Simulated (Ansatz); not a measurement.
# Effect of uniaxial strain ε_yy = −1.41 % on Ga2O3

Base system: Ga₂O₃ in the corundum structure (space group R-3c, No. 167; a = 4.9846 Å, c = 13.4416 Å (hexagonal axes)). Axes: x lies along a and z along c of the hexagonal cell.

Now apply this change: the cell is compressed by 1.41 % along y with no lateral relaxation; the atoms relax in the strained cell.

All numbers come from r2SCAN, PAW, 500 eV (Ansatz, a quantum-chemistry and plane-wave program; spin-orbit coupling left out). k-mesh 8×8×8 (Γ-centred); smearing 0.05 eV (Fermi–Dirac).

Volume per atom: 9.51 Å³ (base 9.64 Å³)
Space group: C2/c (No. 15) (base R-3c (No. 167))
Shortest interatomic distance: 1.910 Å (base 1.925 Å)
Energy relative to the base (free energy F): +2.5 meV/atom
Pressure (mean of the normal stresses, compression positive): 36.0 kbar (base 0.0 kbar)
Band gap: 3.70 eV (base 3.55 eV)
Gap character: indirect, Γ–C (50 % along) → Γ
Smallest direct gap: 3.95 eV (base 3.81 eV)
Electron mass: 0.26 mₑ (at Γ) (base 0.25 mₑ (at Γ))
Stress (xx, yy, zz, yz, xz, xy; compression positive): (2.71, 6.06, 2.05, -0.27, 0.00, 0.00) GPa

Final structure:

```xyz
10
Lattice="2.4923 1.4186 4.4805 -2.4923 1.4186 4.4805 0.0000 -2.8373 4.4805" Properties=species:S:1:pos:R:3 pbc="T T T"
Ga    -0.0033    -0.0054     4.7732
Ga    -0.0033     0.0054     1.9476
Ga     0.0033     0.0054     8.6684
Ga     0.0033    -0.0054    11.4940
O     -0.9799     1.4186     7.8410
O     -0.7559    -1.5427     7.8378
O      1.7364     0.1241     7.8442
O      0.9799    -1.4186     5.6007
O      0.7559     1.5427     5.6039
O     -1.7364    -0.1241     5.5975
```

Effective masses come from finite differences of ±0.01 Å⁻¹. No phonon test of stability was made. k-point labels follow each cell's own Brillouin zone.
